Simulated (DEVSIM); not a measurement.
System: Schottky contact on n-type Ge, at 300 K.

Layer 1 from the left is Ge, thickness (μm) 17.0, Nd (cm⁻³) 1.1e15, τn (s) 1.5e-7, τp (s) 1.5e-7.

Left contact: Schottky, work function 4.53 eV, emission velocity 3.5e6 cm/s. Right contact: ohmic. Voltage is applied to the left contact. Recombination: SRH at mid-gap, radiative. Mobility is constant in doping.

This is a model device: material constants are rounded textbook-type values typed into the input, and sizes, dopings and lifetimes were drawn at random. Values at 300 K.

Ge: gap (eV) 0.664, affinity (eV) 4, permittivity 16, Nc (cm⁻³) 1.04e19, Nv (cm⁻³) 6e18, μn (cm²/Vs) 3900, μp (cm²/Vs) 1900, B (cm³/s) 6.4e-14.

DEVSIM, 1D drift-diffusion, Boltzmann statistics, complete ionisation; no tunnelling, impact ionisation, image-force lowering or self-heating. Metal contacts follow the ideal Schottky-Mott rule: no Fermi-level pinning, no interface dipoles.

Problem. What does the simulation give for the dark forward voltage at 100 A/cm², the largest field in the device at zero bias, the potential step across the device at zero bias?

Solution. dark forward voltage at 100 A/cm² 0.337 V; largest field in the device at zero bias 16000 V/cm; potential step across the device at zero bias 0.293 V.
